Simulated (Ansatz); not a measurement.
System: NaBeH3 (Pm-3m, No. 221; start mp-23729). Method: G0W0@PBEsol (Ansatz, a program for electronic structure, plane waves, hard PAW, contour deformation).

The same calculation (at the PBEsol cell, 7.362 Å³/atom) with different numerical settings; throughout: k mesh 2×2×2:

```csv
run,response cutoff (eV),empty bands,quasiparticle gap on the mesh (eV),quasiparticle gap at Γ (eV),rough time
1,100,154,1.644,4.935,8 core-s
2,150,282,1.724,5.007,20 core-s
3,200,434,1.769,5.044,30 core-s
4,250,607,1.798,5.066,60 core-s
5,300,798,1.818,5.079,2 core-min
6,400,1228,1.843,5.095,6 core-min
7,500,1717,1.855,5.104,10 core-min
```

In the column quasiparticle gap on the mesh (eV) the first row differs from the last by -0.211 and the next to last by -0.012.

The last row is no converged limit: other settings stay fixed.

A start named mp-… is a Materials Project structure, which can be a computed phase never made.
